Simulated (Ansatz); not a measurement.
Start from ZnS in the zinc blende structure (space group F-43m, No. 216; a = 5.3567 Å).

The values are results of plane-wave PAW DFT at the PBEsol level (Ansatz, a first-principles code, 420 eV), without spin-orbit coupling, not measurements.

Carriers are added at fixed cell with a uniform background; the Fermi–Dirac width is that of 300 K.

One change was made to it. Results:

| quantity | base | after |
|---|---|---|
| Fermi level relative to the doped band's edge (positive inside the band; to 0.05 eV) | – | +0.45 eV |
| gap character | direct at Γ | direct at Γ |

Question: Which of these changes matches the shifts?
(A) electrons 1.5×10^21 cm⁻³
(B) electrons 7.0×10^21 cm⁻³
(C) holes 5.0×10^21 cm⁻³
(D) holes 7.0×10^20 cm⁻³

Answer: C, holes 5.0×10^21 cm⁻³. For comparison, the Fermi level from band edge in the other runs: electrons 7.0×10^21 cm⁻³ gives +1.60 eV; electrons 1.5×10^21 cm⁻³ gives +1.20 eV; holes 7.0×10^20 cm⁻³ gives +0.15 eV.

Carriers are added with a uniform compensating background; total energy and stress of such cells depend on the potential's zero and are not compared; many-body gap narrowing is missing at this level. Gaps are Kohn–Sham eigenvalue differences; semilocal functionals usually give less than the measured gap. Whether these cells are dynamically stable was not tested.
